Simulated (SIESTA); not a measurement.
SIESTA run on Sr2MgGaSbO6 (P-1, 11 atoms in the cell): self-consistent single point.

Computed with GGA BLYP, numerical atomic orbitals DZP, PseudoDojo PBE standard norm-conserving potentials (rewritten from UPF to PSML) in SIESTA 5.4.2.

```
CELL_PARAMETERS angstrom
      5.50606     0.00000     0.00000
     -1.16980     5.95808     0.00000
     -1.96458    -2.21325     5.35463
ATOMIC_POSITIONS crystal
  Sr 0.18082 0.76281 0.43604
  Sr 0.81918 0.23719 0.56396
  Mg 0.50000 0.00000 0.00000
  Ga 0.00000 0.00000 0.00000
  Sb 0.50000 0.50000 0.00000
  O  0.32802 0.07358 0.26124
  O  0.67198 0.92642 0.73876
  O  0.21146 0.12970 0.81112
  O  0.78854 0.87030 0.18888
  O  0.80166 0.35783 0.17751
  O  0.19834 0.64217 0.82249
```

Reference input (self-consistent single point, DFT, LDA PW92, numerical atomic orbitals DZP, PseudoDojo LDA standard norm-conserving potentials (rewritten from UPF to PSML)): XC.functional = LDA; XC.authors = PW92; potentials = PseudoDojo LDA standard; PAO.BasisSize = DZP; PAO.EnergyShift = 0.005 Ry; MeshCutoff = 400 Ry; kgrid.MonkhorstPack = 4 3 3; OccupationFunction = MP; OccupationMPOrder = 1; ElectronicTemperature = 1160.45 K; MaxSCFIterations = 150; SCF.Mixer.Method = Pulay. This run's input differs from it in these lines:

```diff
@@ -1,2 +1,2 @@
-# files in the folder: Sr.psml Mg.psml Ga.psml Sb.psml O.psml (PseudoDojo LDA standard)
+# files in the folder: Sr.psml Mg.psml Ga.psml Sb.psml O.psml (PseudoDojo PBE standard)
 SystemName  Sr2MgGaSbO6
@@ -34,4 +34,4 @@
 
-XC.functional                LDA
-XC.authors                   PW92
+XC.functional                GGA
+XC.authors                   BLYP
 PAO.BasisSize                DZP
```

Output, abridged:

```
        iscf     Eharris(eV)        E_KS(eV)     FreeEng(eV)     dDmax    Ef(eV) dHmax(eV)
   scf:    1   -10626.837233   -10698.722184   -10698.722184  1.722262 -5.466727 13.635998
   scf:    2   -10733.405431   -10719.045975   -10719.043331  0.335966 -4.980437  5.830270
   scf:    3   -10723.145053   -10723.073310   -10723.068991  0.200135 -5.240050  1.656119
   scf:    4   -10723.110641   -10723.200143   -10723.196693  0.048238 -5.393580  1.139241
   scf:    5   -10723.218372   -10723.234026   -10723.229750  0.027403 -5.320148  0.870867
   scf:    6   -10723.268120   -10723.254187   -10723.249749  0.032395 -5.338994  0.121984
   scf:    7   -10723.254423   -10723.254629   -10723.250190  0.004682 -5.343219  0.061125
   scf:    8   -10723.254576   -10723.254804   -10723.250317  0.003380 -5.333322  0.035997
   scf:    9   -10723.254704   -10723.254854   -10723.250391  0.001432 -5.335137  0.026182
   scf:   10   -10723.254916   -10723.254897   -10723.250428  0.000558 -5.333559  0.003472
   scf:   11   -10723.254903   -10723.254900   -10723.250429  0.000137 -5.333425  0.001118
   scf:   12   -10723.254900   -10723.254900   -10723.250429  0.000024 -5.333458  0.000448
SCF Convergence by DM+H criterion
max |DM_out - DM_in|         :     0.0000238672
max |H_out - H_in|      (eV) :     0.0004483655
SCF cycle converged after 12 iterations

Using DM_out to compute the final energy and forces

siesta: E_KS(eV) =           -10723.2549

siesta: E_KS - E_eggbox =    -10723.2549

siesta: Atomic forces (eV/Ang):
     1    0.088846   -0.230988   -0.199811
     2   -0.088846    0.230988    0.199811
     3    0.000000   -0.000000   -0.000000
     4    0.000000    0.000000   -0.000000
     5   -0.000000    0.000000   -0.000000
     6    0.261090    0.082752    0.246362
     7   -0.261090   -0.082752   -0.246362
     8    0.099489   -0.250146   -0.234025
     9   -0.099489    0.250146    0.234025
    10    0.344919   -0.407846    0.220620
    11   -0.344919    0.407846   -0.220620
   [... lines left out ...]
siesta: FreeEng =    -10723.250429
   [... lines left out ...]
siesta:    -0.041742   -0.001801   -0.014403
siesta:    -0.001801   -0.042062    0.000569
siesta:    -0.014404    0.000569   -0.043451

siesta: Cell volume =        175.661308 Ang**3

siesta: Pressure (static):
siesta:                Solid            Molecule  Units
siesta:           0.00046199          0.00047413  Ry/Bohr**3
siesta:           0.04241835          0.04353253  eV/Ang**3
siesta:          67.96168181         69.74679560  kBar
```

The run converged in 12 iterations. Against the reference run the pressure goes from -3.66 to 6.80 GPa, the largest force goes from 0.308 to 0.578 eV/Å and the gap on the mesh goes from 0.138 to 0.153 eV. The full log also holds: “xc_check: WARNING: Pseudopotential generated with GGA PBE functional”.

The starting cell comes from a database of computed structures (which also holds hypothetical and non-ambient phases and stackings), without a prior relaxation at this level. Spin-orbit coupling is off. Values carry the incompleteness of an atom-centred basis. The basis of the alkali or alkaline-earth atoms may lack their empty d shell, which can raise the gap. With a pressure of about 7 GPa the cell is away from its equilibrium volume at this level.

Cost on one core of a shared machine: roughly 3 min.
